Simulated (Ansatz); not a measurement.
## BN: response to strain

Take BN in the zinc blende structure (space group F-43m, No. 216) as the base.

```
CELL_PARAMETERS angstrom
      0.00000     1.80284     1.80284
      1.80284     0.00000     1.80284
      1.80284     1.80284     0.00000
ATOMIC_POSITIONS crystal
  B  0.00000 0.00000 0.00000
  N  0.25000 0.25000 0.25000
```

Cartesian axes are those of the cell as printed.

Strains are applied to the cell and any free atomic positions relax; under biaxial strain the out-of-plane vector relaxes too.

Level of theory: PBEsol in Ansatz (plane waves to 420 eV, PAW, no SOC).

Notes on the quantities. energy relative to the base: free energy F.

| biaxial strain, plane normal [001], relaxed out of plane (%) | energy relative to the base (meV/atom) |
|---|---|
| 0 | 0.0 |
| 0.5 | 0.8 |
| 1 | 3.2 |
| 1.5 | 7.1 |
| 2 | ? |
| 2.5 | 19.3 |
| 3 | 27.6 |

Question: Fit ΔE = Aε² + Bε³ (ε in %) to the rows shown and predict the withheld row.

Answer: Least squares on the printed values gives A = 3.23 and B = -0.056 meV/atom (largest residual 0.0 meV/atom); this predicts 12.5 meV/atom, and the run gives 12.5 meV/atom, in agreement.

Stability against distortions was not tested.

Ansatz is an electronic-structure program.
